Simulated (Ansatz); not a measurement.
Data:

```xyz
3
Lattice="3.5905 0.0000 0.0000 -1.7952 3.1094 0.0000 0.0000 0.0000 18.9363" Properties=species:S:1:pos:R:3 pbc="T T T"
Sn     0.0000     0.0000     9.4681
S      0.0000     2.0730    10.9844
S      1.7952     1.0365     7.9519
```

Method: PBE, rigid bands (plane waves, PAW, scalar-relativistic; Ansatz, a program for electronic structure). Condition of this run: biaxial strain -3 %. Cell: cell and atoms relaxed with PBE, then loaded as said.

Q: Predict the electron conductivity mass (n e² τ/σ) at 300 K, by direction if it differs.

A: 0.39 mₑ.

Q: What conductivity effective mass do dilute holes have at 300 K?

A: 0.57 mₑ.

Q: And the band gap?

A: 1.48 eV at this level; semilocal functionals usually fall short of the measured gap.

Rigid bands, one relaxation time for all states, no polarons. Spin-orbit coupling is left out; where it splits the top of the valence band it changes the hole mass and lowers the gap by about a third of the splitting.
